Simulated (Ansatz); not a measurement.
**A constructed model of the (111)B surface of 3C silicon carbide, C-terminated, (√3x√3)R30° Si adatom at T4 (bottom of the slab: 3 H on 3 bottom sites)**

Level of theory: PBE (plane waves to 420 eV, PAW; Ansatz, a quantum-chemistry and plane-wave program).

Set-up: 28 atoms, 11.4 Å thick at the start with caps and adatoms (thin: gaps and levels are the slab's own); mesh 6x6x1; 0.025 eV smearing; dipole correction on; 6 atoms held, the rest relaxed; held to the start's symmetry, so lower structures may exist; spin-polarised, ending with about 1.0 μB a cell; orders that need a larger cell were not tried, no spin-orbit, no U. In PBE it lies 0.04 eV a 1x1 cell over the lowest computed structure of the same composition ((√3x√3)R30° Si adatom at H3).

* **gap of the slab on its k-mesh**: 0.57 eV
* **highest filled level below the top vacuum level**: 5.02 eV
* **energy released by relaxation**: 1.55 eV
* **magnetic moment of the cell**: 1.00 μB
* **cost**: about 6 core-minutes (a rough figure)
